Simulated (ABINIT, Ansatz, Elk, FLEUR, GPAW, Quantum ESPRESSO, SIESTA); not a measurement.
GaN (F-43m, 2 atoms in the cell) computed with different codes at matched settings

Self-consistent single point.

```xyz
2
Lattice="0.0000 2.3020 2.3020 2.3020 0.0000 2.3020 2.3020 2.3020 0.0000" Properties=species:S:1:pos:R:3 pbc="T T T"
Ga     0.0000     0.0000     0.0000
N      3.4529     3.4529     3.4529
```

Shared settings, as Ansatz (an electronic-structure program) writes them: kpoints.mp_grid.grid = 5 5 5; scf.occupations.method = fixed. Potentials and cutoffs stand in the table.

```
code                                                                                                                                model  gap on the mesh (eV)           cutoff
----------------  -----------------------------------------------------------------------------------------------------------------------  --------------------  ---------------
FLEUR                                                                        PBE, all-electron FLAPW (FLEUR), scalar-relativistic valence                 1.295  Kmax 4.7 1/bohr
Ansatz                                                                                                                     PBE, PAW files                 1.305          default
GPAW                                                                                         PBE, GPAW PAW datasets PBE (gpaw-data 1.0.1)                 1.405           950 eV
Quantum ESPRESSO                                                                           PBE, GBRV 1.5 ultrasoft (PBE) pseudopotentials                 1.327            50 Ry
SIESTA            GGA PBE, numerical atomic orbitals DZP, PseudoDojo PBE standard norm-conserving potentials (rewritten from UPF to PSML)                 1.338      grid 350 Ry
Elk                                        PBE, all-electron FP-LAPW, Elk's shipped species files, APW+lo basis with extra local orbitals                 1.282       rgkmax 7.5
ABINIT                                                           PBE, norm-conserving pseudopotentials (PseudoDojo nc-sr-05 PBE standard)                 1.337            42 Ha
```

Gaps are read on the mesh.

The spread over the programs that give each value: gap on the mesh within 0.123 eV.

SIESTA uses small atom-centred bases, whose incompleteness enters pressures, forces and empty levels differently from a plane-wave cutoff. FLEUR and Elk treat all electrons, but the usual bases taken here (sphere radii, linearisation, local orbitals, empty states) were not tested for convergence, so the values are no reference for the others. In the pressure, SIESTA (by 3.28) lies more than 1 GPa from the median of the plane-wave programs.

On the base mesh (6 6 6) the same programs gave: Ansatz pressure -6.05 GPa, gap on the mesh 1.309 eV; Quantum ESPRESSO pressure -5.82 GPa, gap on the mesh 1.332 eV; ABINIT pressure -5.69 GPa, gap on the mesh 1.341 eV; GPAW gap on the mesh 1.409 eV; Elk gap on the mesh 1.286 eV; FLEUR gap on the mesh 1.299 eV; SIESTA pressure -2.56 GPa, gap on the mesh 1.343 eV.

The starting cell comes from a database of computed structures (which also holds hypothetical and non-ambient phases and stackings), without a prior relaxation at this level. Its lattice was rescaled by a random factor within 2.5 % of one.

Left out of this page: CP2K (on another mesh).

Keys are those of Ansatz 0.2.
